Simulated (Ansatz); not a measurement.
**Worked example: self-consistent single point of NiS2 (P2_1, 6 atoms in the cell) in Ansatz (a first-principles code)**

Level of theory: PBEsol, default PAW files made with PBE (plane waves; Ansatz).

Input:

Ansatz 0.2 input:
```yaml
# NiS2
crystal:
  lattice:
    - [4.077660, 0.000000, 0.000000]
    - [0.000000, 5.201470, 0.000000]
    - [-2.010286, 0.000000, 4.880221]
  atoms:
    - { symbol: Ni, position: [0.751060, 0.833600, 0.749470] }
    - { symbol: Ni, position: [0.248940, 0.333600, 0.250530] }
    - { symbol: S, position: [0.267410, 0.950010, 0.417120] }
    - { symbol: S, position: [0.732590, 0.450010, 0.582880] }
    - { symbol: S, position: [0.766700, 0.216430, 0.917540] }
    - { symbol: S, position: [0.233300, 0.716430, 0.082460] }
kpoints:
  mp_grid: { grid: [6, 5, 5] }
hamiltonian:
  xc: pbesol
  pseudopotentials: { kind: paw }
scf:
  occupations: { method: fermi_dirac, width: 0.02 eV }
output:
  forces: true
  eigenvalues: true
  stress: true
```

The program printed (abridged):

```
WARN basis.ecutwfc = 420 eV, the default
WARN ansatz: RAYON_NUM_THREADS=1 ignored (pool sized by the plan → 1); use --threads N
Pseudopotentials: kind: paw
Pseudopotential: Ni, paw, valence charge 18
Pseudopotential: S, paw, valence charge 6
Crystal: 6 atoms, lattice volume = 103.509 Å³
Basis set: ecut = 420 eV, 2019 PW (Γ), exchange–correlation on 60×72×72 points (8 copies of the dense FFT grid, shifted against one another)
Bands: 36, of which v1, the nominal top of the filled ones, is band 30 counted from 1 (29 counted from 0)
Symmetry: 2 space group operations
Space group: P21 (ITA 4), of the structure as read, at distance tolerance 4.7e-5 Å
k-points: 48 of 150 (time reversal used)
PAW frozen core: Ni, regenerated for the run's functional, and the local potential with it
PAW frozen core: S, regenerated for the run's functional, and the local potential with it
Initial density: superposition of atomic densities (neutral atoms: chi_scale 0, normalization atom), corrected by the library's trained network
Initial wavefunctions: pseudopotential atomic-orbital guess
Eigensolver: davidson
Functional: x = pbesol(κ = 0.804, μ = 0.12345679012345678), c = pbesol(β = 0.046)
SCF iter   1: F=—  HF=-15151.485584 eV  |F-HF|=—  |Δ(HF+E_count)|=         —  Δρ=1.10e-2  dr2=6.26e-2  ethr=1.77e-3  ⟨swp⟩=7.1  Hψ=7560  notcnv=0
all-band conjugate gradients solve this SCF's bands
preconditioner: auto → Resta (q_TF=auto, 2.491 Å⁻¹)
SCF iter   2: F=—  HF=-15151.478300 eV  |F-HF|=—  |Δ(HF+E_count)|=   7.28e-3  Δρ=9.79e-3  dr2=8.55e-2  ethr=1.04e-4  ⟨swp⟩=2.8  Hψ=3629  notcnv=0  defer=59
SCF iter   3: F=—  HF=-15151.471400 eV  |F-HF|=—  |Δ(HF+E_count)|=   6.90e-3  Δρ=7.59e-3  dr2=3.42e-2  ethr=1.04e-4  ⟨swp⟩=2.1  Hψ=2609  notcnv=0  defer=59
SCF iter   4: F=—  HF=-15151.467153 eV  |F-HF|=—  |Δ(HF+E_count)|=   4.25e-3  Δρ=3.44e-3  dr2=7.49e-3  ethr=5.71e-5  ⟨swp⟩=2.0  Hψ=1892  notcnv=0  defer=59
SCF iter   5: F=—  HF=-15151.466035 eV  |F-HF|=—  |Δ(HF+E_count)|=   1.12e-3  Δρ=7.03e-4  dr2=3.99e-4  ethr=1.25e-5  ⟨swp⟩=2.1  Hψ=2291  notcnv=0  defer=59
SCF iter   6: F=—  HF=-15151.466005 eV  |F-HF|=—  |Δ(HF+E_count)|=   3.06e-5  Δρ=1.95e-4  dr2=2.70e-5  ethr=6.65e-7  ⟨swp⟩=2.7  Hψ=2820  notcnv=0  defer=59
SCF iter   7: F=—  HF=-15151.466041 eV  |F-HF|=—  |Δ(HF+E_count)|=   3.65e-5  Δρ=2.47e-5  dr2=8.33e-7  ethr=4.50e-8  ⟨swp⟩=2.1  Hψ=2145  notcnv=0  defer=59
SCF iter   8: F=—  HF=-15151.466042 eV  |F-HF|=—  |Δ(HF+E_count)|=   3.62e-7  Δρ=2.19e-5  dr2=3.79e-7  ethr=1.39e-9  ⟨swp⟩=2.4  Hψ=2910  notcnv=0  defer=59
SCF iter   9: F=-15151.466042 eV  HF=-15151.466042 eV  |F-HF|=4.54e-9  |Δ(HF+E_count)|=   1.32e-9  Δρ=4.05e-6  dr2=1.12e-8  ethr=1.67e-10  ⟨swp⟩=6.9  Hψ=7321  notcnv=0
SCF 1 converged in 9 iterations: F = -15151.466042 eV  dr2 = 1.12e-8
SCF converged after 9 iterations
Free energy (F): -15151.466042 eV
Harris-Foulkes:  -15151.466042 eV  (|F-HF|=4.54e-9)
Internal energy: -15151.465862 eV  (E = F + TS)
E sigma→0 (E₀):  -15151.465952 eV
Entropy (-TS):   -0.000180 eV (-0.030 meV/atom)
Fermi energy:    8.901783 eV
--- Per-component energies (eV) ---
  E_band       = -884.062325
  E_kinetic    = 996.425603
  E_local      = -10856.841955  (includes V_loc(G=0)·N_el)
  E_nonlocal   = 1391.833089
  E_hartree    = 4612.914870
  E_xc         = -553.036252
  E_vxc        = -567.698913  (∫ρ·V_xc dr)
  E_paw        = -5530.123244  (= ΣΔE_a)
  E_vpaw       = -1073.599331  (= ΣTr[D̂ρ^β])
  E_aug_tail   = 0.000990  (compensation charges beyond the density's cutoff)
  E_ewald      = -5213.281337
  E_core_change = 0.642375  (= ΣΔE_core)
  E_smearing   = -0.000180  (= −TS)
  E_closure    = -0.000000  (closes the sum)
  Σ components = -15151.466042   (vs F -15151.466042, Δ=0.00e0)
--- Forces (eV/Å), atoms counted from 1 ---
  atom   1  Ni    -0.01432896    -0.00425878     0.01265472
  atom   2  Ni     0.01432896    -0.00425878    -0.01265472
  atom   3  S     -0.00380793     0.17709785     0.25585659
  atom   4  S      0.00380793     0.17709785    -0.25585659
  atom   5  S      0.00607127    -0.17283848     0.24025309
  atom   6  S     -0.00607127    -0.17283848    -0.24025309
  max |Σ_I F_I| component: 1.18e-6 eV/Å
--- Stress (GPa, compression-positive) ---
       -1.488129       0.000000      -0.675564
        0.000000      -1.492525       0.000000
       -0.675560       0.000000      -1.088009
  P = ⅓ Tr σ = -1.3562 GPa (-13.562 kbar)
  The stress holds the Pulay correction. Without it, at fixed plane waves, as pw.x and ABINIT print it: P = -1.3822 GPa
--- Band table (eV; the first three rows and the last of 48) ---
  k-point 0: bands = ["-94.3675", "-94.3675", "-55.3517", "-55.3508", "-55.2923", "-55.2914", "-54.1181", "-54.1179", "-8.0112", "-6.3190", "-3.4403", "-3.1352", "1.5692", "2.6586", "2.6941", "3.2644", "3.2783", "3.9099", "5.2859", "5.3148", [...]
  k-point 1: bands = ["-94.3675", "-94.3675", "-55.3516", "-55.3509", "-55.2922", "-55.2915", "-54.1180", "-54.1179", "-7.8587", "-6.4643", "-3.4493", "-3.3146", "1.6618", "1.9240", "2.7427", "3.6740", "3.6907", "4.2820", "4.7950", "4.9270", [...]
  k-point 2: bands = ["-94.3675", "-94.3675", "-55.3514", "-55.3511", "-55.2920", "-55.2917", "-54.1180", "-54.1180", "-7.4401", "-6.8939", "-3.4937", "-3.4862", "1.3278", "1.3443", "3.7896", "3.8449", "4.0973", "4.3619", "4.6060", "5.0811", [...]
  k-point 47: bands = ["-94.3675", "-94.3675", "-55.3514", "-55.3511", "-55.2920", "-55.2918", "-54.1181", "-54.1181", "-7.2064", "-6.7976", "-3.5552", "-3.3196", "1.3324", "1.4947", "2.3638", "2.8800", "3.9513", "4.2770", "4.7762", "4.8894", [...]
```

The run converged in 9 iterations.

The starting cell comes from a database of computed structures (which also holds hypothetical and non-ambient phases and stackings), without a prior relaxation at this level. Spin polarisation is off, so a magnetic state, if there is one, cannot be reached. Ansatz's pressure includes its estimate of the finite-basis (Pulay) stress.
